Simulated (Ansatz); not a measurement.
GaAs, response to strain

Take GaAs in the zinc blende structure (space group F-43m, No. 216; a = 5.6667 Å) as the base.

Strains are applied to the cell and any free atomic positions relax.

All numbers come from r2SCAN, PAW, 500 eV (Ansatz, a quantum-chemistry and plane-wave program; spin-orbit coupling left out).

Notes on the quantities. energy relative to the base: free energy F.

```tsv
isotropic strain (%)	energy relative to the base (meV/atom)
0	0.0
0.5	?
1	4.4
1.5	9.8
2	17.2
2.5	26.4
3	37.3
```

Task: Fit ΔE = Aε² + Bε³ (ε in %) to the rows shown and predict the withheld row.

Result: Least squares on the printed values gives A = 4.59 and B = -0.15 meV/atom (largest residual 0.0 meV/atom); this predicts 1.1 meV/atom, and the run gives 1.1 meV/atom, in agreement.

Whether these cells are dynamically stable was not tested.
